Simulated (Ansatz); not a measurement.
# bcc Nb (0 0 1) on rutile SnO2 (1 1 0) (film strained to the substrate, started from cuts of the bulks and a machine-learned relaxation; slabs Sn8O16 and Nb12, which can lie off the formulas)

A periodic stack without vacuum, bcc Nb (0 0 1) on rutile SnO2 (1 1 0) (film strained to the substrate, started from cuts of the bulks and a machine-learned relaxation; slabs Sn8O16 and Nb12, which can lie off the formulas): substrate slab Sn8O16, film Nb12, surface cells [[0, 1], [-1, 0]] and [[0, 2], [-1, 0]], film strained by -2.2 and +3.1 %, outermost planes O/O and Nb/Nb as cut, which need not be the usual terminations and can put a slab off its formula.

The start was prepared with a machine-learned potential, and the result is one local minimum, with the in-plane cell held and forces under 0.04 eV/Å; the film can end far from its bulk form.

Computed with PBE (plane waves to 420 eV, PAW; Ansatz, a first-principles code). Scalar-relativistic, without spin–orbit coupling; the runs are not spin-polarised. Its k-point mesh 5×10×1, Fermi–Dirac width 0.05 eV.

- interface area: 22.1 Å²
- period: 24.25 Å
- heights between the nearest atoms of the two slabs at the two interfaces: 1.33 and 1.43 Å
- Nb–Sn contacts across the interfaces within 1.22 times the sum of covalent radii: 7, mean 3.31 Å
- Nb–O contacts across the interfaces within 1.22 times the sum of covalent radii: 6, mean 2.16 Å

```xyz
36
Lattice="6.8236 -0.0029 0.2155 -0.0012 3.2374 0.0818 3.0485 -0.7299 24.3519" Properties=species:S:1:pos:R:3 pbc="T T T"
Sn     3.6689     0.3733     1.9079
Sn     7.1078     1.9747     2.5049
O      6.9945     0.3251     3.6754
O      5.1415     1.9920     1.9531
O      2.2994     1.9843     2.2009
O      7.2508     0.4044     0.8491
Sn     7.0167     0.2695     5.7724
Sn     3.6247     1.8959     5.4790
O      3.5848     0.2411     6.7970
O      1.5218     1.8935     5.5213
O      5.7095     1.8909     5.6905
O      3.7180     0.3131     4.0888
Sn     3.4727     0.1831     8.8990
Sn     6.9045     1.7970     9.1890
O      7.0421     0.1445    10.4415
O      4.7945     1.7971     9.1472
O      2.1812     1.8025     8.8945
O      6.9050     0.2133     7.8211
Sn     6.7268     0.0869    12.5549
Sn     3.5214     1.7077    12.4098
O      3.9943     0.0492    13.8470
O      1.9465     1.6695    13.7630
O      5.4897     1.7185    12.0558
O      3.1295     0.1212    11.1343
Nb     7.0590     1.5743    17.0784
Nb     3.6258     1.5706    17.0894
Nb     8.9639     0.0122    15.3297
Nb     5.2134     0.0016    15.5050
Nb     6.9036     1.4503    20.4367
Nb     3.5353     1.4491    20.3614
Nb     8.6767    -0.1016    18.7189
Nb     5.3161    -0.1056    18.6807
Nb     6.9052     1.3374    23.6079
Nb     3.2318     1.3347    23.5856
Nb     8.5397    -0.2273    22.0217
Nb     5.1579    -0.2292    22.0201
```
